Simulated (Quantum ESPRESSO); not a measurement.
A self-consistent single point of Ta₂O₅ (C2, 7 atoms in the cell) with Quantum ESPRESSO.

Level of theory: PBEsol+U, GBRV 1.5 ultrasoft (PBESOL) pseudopotentials (plane waves; Quantum ESPRESSO).

```
Ta2O5
1.0
    3.06949    -2.60454     0.00000
    3.06949     2.60454     0.00000
   -2.80466     0.00000     5.10780
Ta O
2 5
Direct
  0.22705   0.15557   0.29457
  0.84443   0.77295   0.70543
  0.63206   0.21436   0.64547
  0.78564   0.36794   0.35453
  0.23523   0.11119   0.96080
  0.88881   0.76477   0.03920
  0.27778   0.72222   0.50000
```

Reference input (self-consistent single point, DFT, PBEsol, plane waves, GBRV 1.5 ultrasoft (PBESOL) pseudopotentials): ecutwfc = 40 Ry; ecutrho = 320 Ry; occupations = fixed; potentials = {Ta: ta_pbesol_v1.uspp.F.UPF, O: o_pbesol_v1.2.uspp.F.UPF}; K_POINTS = automatic 5 5 4 0 0 0; nbnd = 34; conv_thr = 1e-10 Ry; mixing_beta = 0.7. This run's input differs from it in these lines:

```diff
@@ -38,2 +38,4 @@
   -2.8046620000     0.0000000000     5.1078040000
+HUBBARD {ortho-atomic}
+U Ta-5d 2
```

The program printed (abridged):

```
     Self-consistent Calculation

     iteration #  1     ecut=    40.00 Ry     beta= 0.70

     =================== HUBBARD OCCUPATIONS ===================
     ------------------------ ATOM    1 ------------------------
     Tr[ns(  1)] =   1.70894
     eigenvalues:
       0.125  0.142  0.174  0.202  0.211
     ------------------------ ATOM    2 ------------------------
     Tr[ns(  2)] =   1.70894
     eigenvalues:
       0.125  0.142  0.174  0.202  0.211

     Number of occupied Hubbard levels =    3.4179

     negative rho (up, down):  1.948E-01 0.000E+00

     total energy              =    -443.23421305 Ry
   [... lines left out ...]
     estimated scf accuracy    <      16.80717097 Ry

     iteration #  3     ecut=    40.00 Ry     beta= 0.70

     negative rho (up, down):  1.966E-01 0.000E+00

     total energy              =    -444.89194346 Ry
     estimated scf accuracy    <       0.29723368 Ry

   [... 11 blocks of this kind left out ...]

     iteration # 15     ecut=    40.00 Ry     beta= 0.70

     negative rho (up, down):  1.986E-01 0.000E+00

     total energy              =    -444.89361699 Ry
     estimated scf accuracy    <          1.7E-10 Ry

     iteration # 16     ecut=    40.00 Ry     beta= 0.70

     negative rho (up, down):  1.986E-01 0.000E+00
     End of self-consistent calculation

     =================== HUBBARD OCCUPATIONS ===================
     ------------------------ ATOM    1 ------------------------
     Tr[ns(  1)] =   2.84071
     eigenvalues:
       0.230  0.253  0.293  0.314  0.331
     ------------------------ ATOM    2 ------------------------
     Tr[ns(  2)] =   2.84071
     eigenvalues:
       0.230  0.253  0.293  0.314  0.331

     Number of occupied Hubbard levels =    5.6814

     highest occupied, lowest unoccupied level (ev):    10.0195   12.7366

!    total energy              =    -444.89361699 Ry
     estimated scf accuracy    <          3.3E-11 Ry

     Hubbard energy            =       0.29688151 Ry

     convergence has been achieved in  16 iterations

     negative rho (up, down):  1.986E-01 0.000E+00

   [... lines left out ...]
     Total force =     0.016035     Total SCF correction =     0.000010
   [... lines left out ...]

     negative rho (up, down):  1.986E-01 0.000E+00
          total   stress  (Ry/bohr**3)                   (kbar)     P=      -61.79
  -0.00041327   0.00000000  -0.00008537          -60.79        0.00      -12.56
   0.00000000  -0.00041154  -0.00000000            0.00      -60.54       -0.00
  -0.00008537  -0.00000000  -0.00043524          -12.56       -0.00      -64.03

   JOB DONE.
```

The run converged in 16 iterations. Against the reference run the pressure goes from -7.36 to -6.18 GPa, the largest force goes from 0.187 to 0.178 eV/Å and the gap on the mesh goes from 2.533 to 2.717 eV.

The starting cell comes from a database of computed structures (which also holds hypothetical and non-ambient phases and stackings), without a prior relaxation at this level. Spin-orbit coupling is off. Spin polarisation is off. The U value is a test value, and with U on an open shell several self-consistent states can exist. With a pressure of about -6 GPa the cell is away from its equilibrium volume at this level.

Cost on one core of a shared machine: roughly 90 s.
